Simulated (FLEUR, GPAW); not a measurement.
A FLEUR input for a self-consistent single point of Ni3Hg (Pm-3m, 4 atoms in the cell) (DFT, PBEsol, all-electron FLAPW (FLEUR), scalar-relativistic valence):

Input of the input generator:

```
scf Ni3Hg
&input film=f /
7.0768542614 0.0000000000 0.0000000000
0.0000000000 7.0768542614 0.0000000000
0.0000000000 0.0000000000 7.0768542614
1.0
1.0 1.0 1.0

4
28 0.0000000000 0.5000000000 0.5000000000 : 2.00
28 0.5000000000 0.0000000000 0.5000000000 : 2.00
28 0.5000000000 0.5000000000 0.0000000000 : 2.00
80 0.0000000000 0.0000000000 0.0000000000 : 0.00

&comp jspins=2 /
&exco xctyp='PBEs' /
&kpt div1=9 div2=9 div3=9 /
&end /
```

```xml
<?xml version="1.0" encoding="UTF-8" standalone="no"?>
<fleurInput fleurInputVersion="0.39">
   <comment>
      scf Ni3Hg                                                                                           
   </comment>
   <calculationSetup>
      <cutoffs Kmax="4.4" Gmax="15.4" GmaxXC="15.4" numbands="0"/>
      <scfLoop itmax="100" minDistance="0.00001" maxIterBroyd="15" imix="Anderson" alpha="0.05" precondParam="0.0" spinf="2.0"/>
      <coreElectrons ctail="T" frcor="F" kcrel="0" coretail_lmax="0"/>
      <xcFunctional name="PBEs" relativisticCorrections="F"/>
      <magnetism jspins="2"/>
      <soc l_soc="F" theta="0.0" phi="0.0" spav="F"/>
      <expertModes spex="0" secvar="F"/>
      <geometryOptimization l_f="T" forcealpha="1.0" forcemix="BFGS" epsdisp="0.00001" epsforce="0.00001"/>
      <ldaU l_linMix="F" mixParam="0.05" spinf="1.0"/>
   </calculationSetup>
   <cell>
      <bzIntegration valenceElectrons="66.0" mode="hist" fermiSmearingEnergy="0.00367493">
         <kPointListSelection listName="default-1"/>
         <!-- k-points included here -->
         <xi:include xmlns:xi="http://www.w3.org/2001/XInclude" href="kpts.xml"> </xi:include>
      </bzIntegration>
      <!-- symmetry operations included here -->
      <xi:include xmlns:xi="http://www.w3.org/2001/XInclude" href="sym.xml"> </xi:include>
      <bulkLattice scale="1.0">
         <bravaisMatrix>
            <row-1>    7.0768542614000003     0.0000000000000000     0.0000000000000000</row-1>
            <row-2>    0.0000000000000000     7.0768542614000003     0.0000000000000000</row-2>
            <row-3>    0.0000000000000000     0.0000000000000000     7.0768542614000003</row-3>
         </bravaisMatrix>
      </bulkLattice>
   </cell>
   <atomSpecies>
      <species name="Nickel (Ni2.000" element="Ni" atomicNumber="28">
         <mtSphere radius="2.29" gridPoints="807" logIncrement="0.015"/>
         <atomicCutoffs lmax="10" lnonsphr="8"/>
         <electronConfig flipSpins="F">
            <coreConfig>(1s1/2) (2s1/2) (2p1/2) (2p3/2) (3s1/2)</coreConfig>
            <valenceConfig>(3p1/2) (3p3/2) (4s1/2) (3d3/2) (3d5/2)</valenceConfig>
            <stateOccupation state="(3d3/2)" spinUp="2.0" spinDown="1.2"/>
            <stateOccupation state="(3d5/2)" spinUp="3.0" spinDown="1.8"/>
         </electronConfig>
         <energyParameters s="4" p="4" d="3" f="4"/>
         <lo type="SCLO" l="1" n="3" eDeriv="0"/>
      </species>
      <species name="Mercury (Hg)" element="Hg" atomicNumber="80">
         <mtSphere radius="2.29" gridPoints="807" logIncrement="0.017"/>
         <atomicCutoffs lmax="10" lnonsphr="8"/>
         <electronConfig flipSpins="F">
            <coreConfig>(1s1/2) (2s1/2) (2p1/2) (2p3/2) (3s1/2) (3p1/2) (3p3/2) (4s1/2) (3d3/2) (3d5/2) (4p1/2) (4p3/2) (5s1/2) (4d3/2) (4d5/2) (4f5/2) (4f7/2)</coreConfig>
            <valenceConfig>(5p1/2) (5p3/2) (6s1/2) (5d3/2) (5d5/2)</valenceConfig>
         </electronConfig>
         <energyParameters s="6" p="6" d="5" f="5"/>
         <lo type="SCLO" l="1" n="5" eDeriv="0"/>
         <lo type="HELO" l="2" n="6" eDeriv="0"/>
      </species>
   </atomSpecies>
   <atomGroups>
      <atomGroup species="Nickel (Ni2.000">
         <relPos label="                   1">.0000000000 1.000/2.000 1.000/2.000</relPos>
         <relPos label="                   2">1.000/2.000 .0000000000 1.000/2.000</relPos>
         <relPos label="                   3">1.000/2.000 1.000/2.000 .0000000000</relPos>
         <force calculate="T" relaxXYZ="TTT"/>
      </atomGroup>
      <atomGroup species="Mercury (Hg)">
         <relPos label="                   4">.0000000000 .0000000000 .0000000000</relPos>
         <force calculate="T" relaxXYZ="TTT"/>
      </atomGroup>
   </atomGroups>
   <output dos="F" band="F" slice="F">
      <checks vchk="F" cdinf="F"/>
      <bandDOS minEnergy="-.5*Htr" maxEnergy="0.5*Htr" sigma="0.015" storeEVData="T"/>
      <vacuumDOS vacdos="F" integ="F" star="F" nstars="0" locx1="0.0" locy1="0.0" locx2="0.0" locy2="0.0" nstm="0" tworkf="0.0"/>
      <unfoldingBand unfoldBand="F" supercellX="1" supercellY="1" supercellZ="1"/>
      <plotting iplot="0" polar="F">
         <plot TwoD="T" vec1="  1.0  0.0  0.0" vec2="  0.0  1.0  0.0" vec3="  0.0  0.0  1.0" zero="  0.0  0.0  0.0" file="plot"/>
      </plotting>
      <chargeDensitySlicing numkpt="0" minEigenval="0.0" maxEigenval="0.0" nnne="0" pallst="F"/>
      <specialOutput eonly="F"/>
      <magneticCircularDichroism mcd="F" energyLo="-10.0" energyUp="0.0"/>
   </output>
  <!-- We include the file relax.xml here to enable relaxations (see documentation) -->
  <xi:include xmlns:xi="http://www.w3.org/2001/XInclude" href="relax.xml"> <xi:fallback/> </xi:include>
</fleurInput>
```

**Question.** Give the GPAW input for the same structure, mesh, smearing and functional.

**Answer.** This is the input that was run; spellings and numerical settings could be chosen otherwise.

```python
from ase import Atoms
from ase.units import GPa
from gpaw import GPAW

atoms = Atoms(['Ni', 'Ni', 'Ni', 'Hg'],
              cell=[[3.744910, 0.000000, 0.000000],
                    [0.000000, 3.744910, 0.000000],
                    [0.000000, 0.000000, 3.744910]],
              positions=[[0.000000, 1.872455, 1.872455],
                         [1.872455, 0.000000, 1.872455],
                         [1.872455, 1.872455, 0.000000],
                         [0.000000, 0.000000, 0.000000]],
              pbc=True)

atoms.set_initial_magnetic_moments([2.0, 2.0, 2.0, 0.0])

calc = GPAW(spinpol=True,
            mode={'name': 'pw', 'ecut': 850},
            xc='PBEsol',
            kpts=(9, 9, 9),
            occupations={'name': 'fermi-dirac', 'width': 0.1},
            nbands=-8,
            convergence={'density': 1e-05, 'energy': 1e-05},
            symmetry={'symmorphic': False, 'tolerance': 0.0005},
            maxiter=150)

atoms.calc = calc

energy = atoms.get_potential_energy()
print('Energy (eV):', round(energy, 6))
forces = atoms.get_forces()
print('Forces (eV/Ang):')
print(forces.round(5))
stress = atoms.get_stress()
print('Stress (GPa, Voigt):', (stress / GPa).round(4))
```

Basis settings and potentials, where a program has them, do not carry over. This input uses DFT PBEsol, plane waves, GPAW PAW datasets PBEsol (made by gpaw-setup). Both were run: size of the net moment 0.24 μB/atom in FLEUR and 0.25 in GPAW.

On FLEUR: the starting cell comes from a database of computed structures (which also holds hypothetical and non-ambient phases and stackings), without a prior relaxation at this level. Spin-orbit coupling is off. The moments shrank to a small part of their start, a low-spin state that need not be the lowest. Values depend on the basis (sphere radii, cutoffs, local orbitals), which need not be converged.

On GPAW: the starting cell comes from a database of computed structures (which also holds hypothetical and non-ambient phases and stackings), without a prior relaxation at this level. Spin-orbit coupling is off. The moments shrank to a small part of their start, a low-spin state that need not be the lowest. With a pressure of about -6 GPa the cell is away from its equilibrium volume at this level.
